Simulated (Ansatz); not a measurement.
Subject: the formation energy of Si_Al in Al (fcc, Fm-3m). Reaction: Si (diamond) + 107 Al (fcc) → cell A.

Cell A: a supercell of 108 sites of Al (fcc, Fm-3m) with Si on an Al site (12 Al at 2.84 Å); spin state with PBE: run without spin, k-point mesh 3×3×3.
```
CELL_PARAMETERS angstrom
     12.12333     0.00000     0.00000
      0.00000    12.12333     0.00000
      0.00000     0.00000    12.12333
ATOMIC_POSITIONS crystal
  Al 0.99964 0.00000 0.00000
  Al 0.99977 0.16644 0.16644
  Al 0.16682 0.00000 0.16658
  Al 0.16682 0.16658 0.00000
  Al 0.99991 0.00000 0.33349
  Al 0.00008 0.16675 0.50000
  Al 0.16657 0.00000 0.50000
  Al 0.16665 0.16673 0.33332
  Al 0.99991 0.00000 0.66651
  Al 0.99977 0.16644 0.83356
  Al 0.16682 0.00000 0.83342
  Al 0.16665 0.16673 0.66668
  Al 0.99991 0.33349 0.00000
  Al 0.00008 0.50000 0.16675
  Al 0.16665 0.33332 0.16673
  Al 0.16657 0.50000 0.00000
  Al 0.00007 0.33332 0.33332
  Al 0.00024 0.50000 0.50000
  Al 0.16750 0.33416 0.50000
  Al 0.16750 0.50000 0.33416
  Al 0.00007 0.33332 0.66668
  Al 0.00008 0.50000 0.83325
  Al 0.16665 0.33332 0.83327
  Al 0.16750 0.50000 0.66584
  Al 0.99991 0.66651 0.00000
  Al 0.99977 0.83356 0.16644
  Al 0.16665 0.66668 0.16673
  Al 0.16682 0.83342 0.00000
  Al 0.00007 0.66668 0.33332
  Al 0.00008 0.83325 0.50000
  Al 0.16750 0.66584 0.50000
  Al 0.16665 0.83327 0.33332
  Al 0.00007 0.66668 0.66668
  Al 0.99977 0.83356 0.83356
  Al 0.16665 0.66668 0.83327
  Al 0.16665 0.83327 0.66668
  Al 0.33333 0.00000 0.00000
  Al 0.33333 0.16675 0.16675
  Al 0.49985 0.00000 0.16658
  Al 0.49985 0.16658 0.00000
  Al 0.33333 0.00000 0.33324
  Al 0.33333 0.16691 0.50000
  Al 0.50009 0.00000 0.50000
  Al 0.50001 0.16673 0.33332
  Al 0.33333 0.00000 0.66676
  Al 0.33333 0.16675 0.83325
  Al 0.49985 0.00000 0.83342
  Al 0.50001 0.16673 0.66668
  Al 0.33333 0.33324 0.00000
  Al 0.33333 0.50000 0.16691
  Al 0.50001 0.33332 0.16673
  Al 0.50009 0.50000 0.00000
  Al 0.33333 0.33416 0.33416
  Si 0.33333 0.50000 0.50000
  Al 0.49917 0.33416 0.50000
  Al 0.49917 0.50000 0.33416
  Al 0.33333 0.33416 0.66584
  Al 0.33333 0.50000 0.83309
  Al 0.50001 0.33332 0.83327
  Al 0.49917 0.50000 0.66584
  Al 0.33333 0.66676 0.00000
  Al 0.33333 0.83325 0.16675
  Al 0.50001 0.66668 0.16673
  Al 0.49985 0.83342 0.00000
  Al 0.33333 0.66584 0.33416
  Al 0.33333 0.83309 0.50000
  Al 0.49917 0.66584 0.50000
  Al 0.50001 0.83327 0.33332
  Al 0.33333 0.66584 0.66584
  Al 0.33333 0.83325 0.83325
  Al 0.50001 0.66668 0.83327
  Al 0.50001 0.83327 0.66668
  Al 0.66703 0.00000 0.00000
  Al 0.66690 0.16644 0.16644
  Al 0.83333 0.00000 0.16630
  Al 0.83333 0.16630 0.00000
  Al 0.66676 0.00000 0.33349
  Al 0.66658 0.16675 0.50000
  Al 0.83333 0.00000 0.50000
  Al 0.83333 0.16658 0.33349
  Al 0.66676 0.00000 0.66651
  Al 0.66690 0.16644 0.83356
  Al 0.83333 0.00000 0.83370
  Al 0.83333 0.16658 0.66651
  Al 0.66676 0.33349 0.00000
  Al 0.66658 0.50000 0.16675
  Al 0.83333 0.33349 0.16658
  Al 0.83333 0.50000 0.00000
  Al 0.66660 0.33332 0.33332
  Al 0.66642 0.50000 0.50000
  Al 0.83333 0.33324 0.50000
  Al 0.83333 0.50000 0.33324
  Al 0.66660 0.33332 0.66668
  Al 0.66658 0.50000 0.83325
  Al 0.83333 0.33349 0.83342
  Al 0.83333 0.50000 0.66676
  Al 0.66676 0.66651 0.00000
  Al 0.66690 0.83356 0.16644
  Al 0.83333 0.66651 0.16658
  Al 0.83333 0.83370 0.00000
  Al 0.66660 0.66668 0.33332
  Al 0.66658 0.83325 0.50000
  Al 0.83333 0.66676 0.50000
  Al 0.83333 0.83342 0.33349
  Al 0.66660 0.66668 0.66668
  Al 0.66690 0.83356 0.83356
  Al 0.83333 0.66651 0.83342
  Al 0.83333 0.83342 0.66651
```

Reference: Si (diamond, Fd-3m), 64 atoms in the cell, the relaxed perfect crystal repeated, atoms not moved again, k-point mesh 2×2×2 on the run's own vectors.

Reference: Al (fcc, Fm-3m), 108 atoms in the cell, the relaxed perfect crystal repeated, atoms not moved again, k-point mesh 3×3×3 on the run's own vectors.

All numbers come from Ansatz (a first-principles code), plane waves with PAW, its default PAW set, cutoff 420 eV. The structures are at rest with PBE, within the held lattices. Neutral cells; Fermi-Dirac smearing of at most 0.10 eV in the solids, energies taken to zero width. Larger cells are relaxed from a start prepared with the learned potential CHGNet, on a coarser mesh till forces fall under 0.03 eV/Å, which some starts already meet. A dispersion term (D3(BJ), or D4 for r2SCAN) was computed beside these levels and is taken off wherever the name lacks it. Space groups of crystals are read within 0.01 Å. Static lattices, no vibrational contributions. Cells are local rest points, mostly with their start's symmetry. Values are for these cell sizes. Mesh and cell size may move defect energies by 0.1 eV or more. Cell A has symmetry Pm-3m within 0.02 Å and got no random move, so less symmetric positions, which may lie lower, weren't tried.

Task: Estimate the value that PBE returns for this input.

Result: 0.39 eV, for Si (diamond) + 107 Al (fcc) → cell A.
